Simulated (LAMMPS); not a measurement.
Pressure dependence of Al (fcc) at 560 K, from the crystal.

Computed with classical MD, pair style eam, file Al_jnp.eam (LAMMPS).

| P (GPa) | state | volume | coordination number |
|---|---|---|---|
| 0 | crystal; no diffusion seen in 30 ps | 16.4136 ± 0.0006 Å³/atom | 12.0 (counted to 3.46 Å) |
| 2 | crystal; no diffusion seen in 30 ps | 16.0135 ± 0.0005 Å³/atom | 12.0 (counted to 3.42 Å) |
| 5 | crystal; no diffusion seen in 30 ps | 15.5055 ± 0.0004 Å³/atom | 12.0 (counted to 3.38 Å) |

Caution (rows 2; 5): a run this short can hold a crystal over, or a liquid under, the potential's own melting point, which these runs don't give.

Estimate the isothermal bulk modulus at zero pressure. A parabola P(ln V) through the three points gives −dP/d ln V = 76 GPa at zero pressure.

States go by the mean squared displacement: a species diffuses where it passes 1.5 Å², still rises and gives D over 1e-6 cm²/s; a crystal has left its structure where atoms lie 0.35 Å off their sites on average or a cubic box changes its shape by 3 %, or the axial ratios of another lie 8 % off the starting cell's, which the potential's own relaxation can also do.

Uncertainties are statistical and leave out the potential's own error.
